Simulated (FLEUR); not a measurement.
FLEUR run on SrAl₂ (Imma, 6 atoms in the cell): self-consistent single point.

Computed with LDA (Perdew-Zunger), all-electron FLAPW (FLEUR), scalar-relativistic valence.

```
SrAl2
1.0
   -2.46218     4.05678     4.04831
    2.46218    -4.05678     4.04831
    2.46218     4.05678    -4.04831
Sr Al
2 4
Cartesian
  2.46218   2.02839   0.40750
  0.00000   2.02839   3.64081
  2.46218  -0.55610   2.74775
  0.00000   4.61289   1.30056
  0.00000   0.55610   6.79606
  2.46218   3.50068  -2.74775
```

Reference input (self-consistent single point, DFT, LDA (Perdew-Zunger), all-electron FLAPW (FLEUR), scalar-relativistic valence): Kmax = 4 1/bohr; GmaxXC = 12 1/bohr; xcFunctional = pz; jspins = 1; l_soc = F; mode = gauss; fermiSmearingEnergy = 0.00367493 Htr; mesh (inpgen div1-3) = 6 6 6; inpgen gamma flag = true; Gmax = 12 1/bohr; numbands = 0; maxIterBroyd = 15. This run's input differs from it in these lines:

```diff
@@ -19,3 +19,3 @@
 &exco xctyp='pz' /
-&kpt div1=6 div2=6 div3=6 gamma=t /
+&kpt div1=4 div2=4 div3=4 gamma=t /
 &end /
```

Output (repeated stretches shortened):

```
 Iteration:     1   Distance:       3.61174943 me/bohr^3
 Iteration:     2   Distance:       3.33989566 me/bohr^3
 Iteration:     3   Distance:       1.68123328 me/bohr^3
 Iteration:     4   Distance:       0.97582206 me/bohr^3
 Iteration:     5   Distance:       0.31544521 me/bohr^3
   [... 8 lines left out ...]
 Iteration:    14   Distance:       0.00002418 me/bohr^3
 Iteration:    15   Distance:       0.00002122 me/bohr^3
 Iteration:    16   Distance:       0.00001913 me/bohr^3
 Iteration:    17   Distance:       0.00000805 me/bohr^3
 Reset of history
 Run finished successfully
 Stop message:
   Structural relaxation: new displacements generated

[file out, last iteration]
             iter=     18
[...]
          total density-effective poten   -1.1771156022E+04
          total charge density-energy d   -2.7363328195E+02
 Updated energy parameters for spin:           1
[...]
 fermi energy and band-weighting factors:
    0.355298

[...]
FERMIE:
          first approx. to ef    (T=0)  :   0.199036 htr   (energy of the highest occ. eigenvalue)
          number of occ. states  (T=0)  :        287
          first approx. to seigv (T=0)  :  -8.494135 htr
          sum of weights of occ. states :  16.000000
          sum of semicore charge        :   0.000000 e
          fermi energy=   0.19947 har   work function=  -5.42799 ev
          number of valence electrons=  32.00000
   [... lines left out ...]
          total moment                 =     0.00000
 Direct bandgap for spin            1 :    2.0285906130172560E-002  Htr
 ---->    free energy=                     -7320.0927006483 htr
   [... lines left out ...]
      extrapolation for T->0
 ---->    total electron energy=           -7320.0927006483 htr
 ***** TOTAL FORCES ON ATOMS *****
 TOTAL FORCE FOR ATOM TYPE=  1  X= -4.653   Y=  3.833   Z=  0.770
                       FX_TOT= 0.000000 FY_TOT= 0.000000 FZ_TOT=-0.003434
 TOTAL FORCE FOR ATOM TYPE=  2  X=  0.000   Y=  6.615   Z= -2.458
                       FX_TOT= 0.000000 FY_TOT=-0.001169 FZ_TOT=-0.000545
```

The run converged in 17 iterations. FLEUR gives forces in its relaxation mode, with a further iteration, so its stop message speaks of a relaxation. Against the reference run the total energy goes down by 6.3 meV/atom.

The starting cell comes from a database of computed structures (which also holds hypothetical and non-ambient phases and stackings), without a prior relaxation at this level. Its lattice was rescaled by a random factor within 2.5 % of one. Values depend on the basis (sphere radii, cutoffs, local orbitals), which need not be converged. The log's line on a gap gives a spacing of levels on this mesh, which the program prints for metals too.

Cost on one core of a shared machine: roughly 4 min.
